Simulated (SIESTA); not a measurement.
A self-consistent single point of CaIr2 (R3m, 6 atoms in the cell) with SIESTA.

Computed with SIESTA with GGA PBEsol, numerical atomic orbitals TZP, PseudoDojo PBEsol standard norm-conserving potentials (rewritten from UPF to PSML).

```xyz
6
Lattice="0.0000 3.7900 3.7900 3.7900 0.0000 3.7900 3.7900 3.7900 0.0000" Properties=species:S:1:pos:R:3 pbc="T T T"
Ca     1.9239     1.9239     1.9239
Ca     0.0000     0.0000     0.0000
Ir     4.7375     4.7375     4.7375
Ir     4.7375     2.8425     2.8425
Ir     2.8425     2.8425     4.7375
Ir     2.8425     4.7375     2.8425
```

Reference input (self-consistent single point, DFT, GGA PBEsol, numerical atomic orbitals TZP, PseudoDojo PBEsol standard norm-conserving potentials (rewritten from UPF to PSML)): XC.functional = GGA; XC.authors = PBEsol; potentials = PseudoDojo PBEsol standard; PAO.BasisSize = TZP; PAO.EnergyShift = 0.01 Ry; MeshCutoff = 350 Ry; kgrid.MonkhorstPack = 4 4 4; OccupationFunction = FD; ElectronicTemperature = 0.1 eV; MaxSCFIterations = 150; SCF.Mixer.Method = Pulay; SCF.Mixer.Weight = 0.25. This run's input differs from it in these lines:

```diff
@@ -32,8 +32,9 @@
 %block kgrid.MonkhorstPack
-    4   0   0  0.0
-    0   4   0  0.0
-    0   0   4  0.0
+    7   0   0  0.0
+    0   7   0  0.0
+    0   0   7  0.0
 %endblock kgrid.MonkhorstPack
-OccupationFunction           FD
-ElectronicTemperature        0.1 eV
+OccupationFunction           MP
+OccupationMPOrder            1
+ElectronicTemperature        0.01 eV
```

Log, with long lists cut:

```
        iscf     Eharris(eV)        E_KS(eV)     FreeEng(eV)     dDmax    Ef(eV) dHmax(eV)
   scf:    1   -14532.833460   -14574.114217   -14574.114244  5.787144 -1.152823 16.023363
   scf:    2   -14609.216445   -14597.482798   -14597.482882  2.485683 -3.367824  3.484881
   scf:    3   -14598.829964   -14598.374170   -14598.374252  0.305659 -3.794608  1.598484
   scf:    4   -14598.252241   -14598.388887   -14598.389048  0.088258 -3.790350  1.805494
   scf:    5   -14598.566989   -14598.510136   -14598.510211  0.059980 -3.790887  0.248686
   [... 5 lines left out ...]
   scf:   11   -14598.515337   -14598.515339   -14598.515588  0.001193 -3.770977  0.000633
   scf:   12   -14598.515339   -14598.515339   -14598.515588  0.000079 -3.771164  0.000404
   scf:   13   -14598.515339   -14598.515339   -14598.515588  0.000014 -3.771171  0.000014
   scf:   14   -14598.515339   -14598.515339   -14598.515588  0.000003 -3.771178  0.000010
SCF Convergence by DM+H criterion
max |DM_out - DM_in|         :     0.0000025335
max |H_out - H_in|      (eV) :     0.0000095142
SCF cycle converged after 14 iterations

Using DM_out to compute the final energy and forces

siesta: E_KS(eV) =           -14598.5153

siesta: E_KS - E_eggbox =    -14598.5153

siesta: Atomic forces (eV/Ang):
     1   -0.264614   -0.264614   -0.264614
     2    0.071590    0.071590    0.071590
     3   -0.001799   -0.001799   -0.001799
     4    0.107550    0.043620    0.043620
     5    0.043620    0.043620    0.107550
     6    0.043620    0.107550    0.043620
   Tot   -0.000033   -0.000033   -0.000033
   Max    0.264614
   Res    0.122829    sqrt( Sum f_i^2 / 3N )
   Max    0.264614    constrained

   [... lines left out ...]
siesta: FreeEng =    -14598.515588
siesta: Cell volume =        108.881257 Ang**3
siesta:         -18.77199093        -22.30337639  kBar
   [... lines left out ...]

             -0.070  -0.084  -0.071  -0.085   0.033   0.033  -0.052   0.041

             -0.056

mulliken: Qtot =       88.000

Mulliken Atomic Populations:
Atom #   charge [q] valence [e]  Species
     1     0.295252    9.704748  Ca
     2     0.296717    9.703283  Ca
     3    -0.159696   17.159696  Ir
     4    -0.144091   17.144091  Ir
     5    -0.144091   17.144091  Ir
     6    -0.144091   17.144091  Ir
 Total     0.000000
```

The run converged in 14 iterations. Against the reference run the free energy rises by 8.5 meV/atom, the pressure goes from -1.52 to -1.88 GPa and the largest force hardly changes (0.459 to 0.458 eV/Å).

The starting cell comes from a database of computed structures (which also holds hypothetical and non-ambient phases and stackings), without a prior relaxation at this level. Its lattice was rescaled by up to half a per cent. One atom was moved a little off its site on purpose. Spin polarisation is off. Values carry the incompleteness of an atom-centred basis.

Cost on one core of a shared machine: roughly 90 s.
